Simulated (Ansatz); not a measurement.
Start from ZnO in the wurtzite structure (space group P6_3mc, No. 186; a = 3.2352 Å, c = 5.2113 Å).

Level of theory: Ansatz (a quantum-chemistry and plane-wave program), r2SCAN, PAW, cutoff 500 eV, spin-orbit coupling left out, earlier PAW set.

Carriers are added at fixed cell with a uniform background; the Fermi–Dirac width is that of 300 K.

One change was made to it. Results:

| quantity | base | after |
|---|---|---|
| Fermi level relative to the doped band's edge (positive inside the band; to 0.05 eV) | – | +0.10 eV |
| gap between the host's bands | 1.23 eV | 1.27 eV |
| gap character | direct at Γ | direct at Γ |

Q: Name the change that was made.
A) electrons 1.0×10^22 cm⁻³
B) holes 1.0×10^21 cm⁻³
C) holes 7.0×10^21 cm⁻³
D) holes 1.0×10^22 cm⁻³

A: B, holes 1.0×10^21 cm⁻³. For comparison, the Fermi level from band edge in the other runs: holes 7.0×10^21 cm⁻³ gives +0.35 eV; electrons 1.0×10^22 cm⁻³ gives +3.20 eV; holes 1.0×10^22 cm⁻³ gives +0.40 eV.

Charged cell with a jellium background: band edges are those of the host's band count, energies are not comparable with the neutral cell, and many-body gap narrowing is missing. No phonon test of stability was made.
